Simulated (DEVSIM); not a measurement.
Schottky contact on n-type GaN

Structure: Schottky contact on n-type GaN, at 300 K.

| layer (left to right) | material | thickness (μm) | Nd (cm⁻³) | τn (s) | τp (s) |
|---|---|---|---|---|---|
| 1 | GaN | 10.0 | 1.7e17 | 3.3e-8 | 3.3e-8 |

Left contact: Schottky, work function 5.43 eV, emission velocity 6.6e6 cm/s. Right contact: ohmic. Voltage is applied to the left contact. Recombination: SRH at mid-gap, radiative. Mobility is μmin + (μ − μmin)/(1 + (N/Nref)^α).

Constants are typed, rounded textbook-type inputs, not results; the design itself was drawn at random and stands for no fabricated device. Values at 300 K.

```
parameter         GaN
-------------  ------
gap (eV)         3.43
affinity (eV)     4.1
permittivity      9.5
Nc (cm⁻³)      2.3e18
Nv (cm⁻³)      4.6e19
μn (cm²/Vs)      1200
μp (cm²/Vs)       100
μn,min             55
μp,min              3
Nref,n           2e17
Nref,p           3e17
αn                  1
αp                  2
B (cm³/s)       1e-11
```

DEVSIM, 1D drift-diffusion, Boltzmann statistics, complete ionisation; no tunnelling, impact ionisation, image-force lowering or self-heating. Metal contacts follow the ideal Schottky-Mott rule: no Fermi-level pinning, no interface dipoles.

| Item | Value |
|---|---|
| Potential step across the device at zero bias | 1.263 V |
| Largest field in the device at zero bias | 280000 V/cm |
| Dark forward voltage at 1 A/cm² | 0.952 V |
| Dark forward voltage at 100 A/cm² | 1.079 V |

Small-signal capacitance in reverse bias (quasi-static):

```
V (V)  C (nF/cm²)
-----  ----------
-0.4         83.6
-1           71.6
-2           59.5
-3           52.0
-4           46.8
-6           39.8
-8           35.2
-10          31.9
-13          28.4
-16          25.8
-20          23.2
```

Dark forward current:

(V (V), J (A/cm²)): (0.15, 3.5e-14); (0.20, 2.4e-13); (0.25, 1.7e-12); (0.35, 8.0e-11); (0.40, 5.6e-10); (0.45, 3.8e-9); (0.50, 2.6e-8); (0.55, 1.8e-7); (0.65, 8.7e-6); (0.70, 6.0e-5); (0.75, 0.00042); (0.80, 0.0029); (0.90, 0.14); (0.95, 0.93); (1.00, 6.3); (1.05, 40); (1.10, 200); (1.20, 1200); (1.25, 1900); (1.30, 2600)
